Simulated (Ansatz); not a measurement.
An Ansatz (a first-principles code) input (PBE (Ansatz, PAW, scalar-relativistic without spin-orbit coupling)):

Ansatz 0.2 input:
```yaml
crystal:
  lattice:
    - [0, 3.0618058687, 3.0618058687]
    - [3.0618058687, 0, 3.0618058687]
    - [3.0618058687, 3.0618058687, 0]
  atoms:
    - { symbol: Si, position: [0, 0, 0] }
    - { symbol: Mg, position: [0.25, 0.25, 0.25] }
    - { symbol: Mg, position: [0.75, 0.75, 0.75] }
basis: { ecutwfc: 420, ecutrho_ratio: 4, xc_grid: 2, fft_grid_basis: typed }
kpoints: { mp_grid: { grid: [9, 9, 9] } }
hamiltonian:
  xc: pbe
  dispersion: none
  pseudopotentials: { kind: paw }
scf: { occupations: { method: fermi_dirac, width: 0.05 }, convergence: { dr2_threshold: 0.0000000003 } }
relax: { f_tol: 0.005, max_steps: 50 }
output: { forces: true, stress: true }
checkpoint: { write: state.ck, write_every: 1000 }
```

Q: Which symmetry and how many k-points will the program report, and about how many plane waves at Γ?

A: Space group Fm-3m (ITA 225) with 48 operations, k-points 35 of 729, and 1139 plane waves at Γ.

Q: And the final pressure?

A: 7.89 GPa (compression positive).

The cells carry an imposed strain or load. Whether these cells are dynamically stable was not tested. The cell was made from Mg$_{2}$Si (space group Fm-3m, No. 225) by this change: isotropic strain −3.79 %.
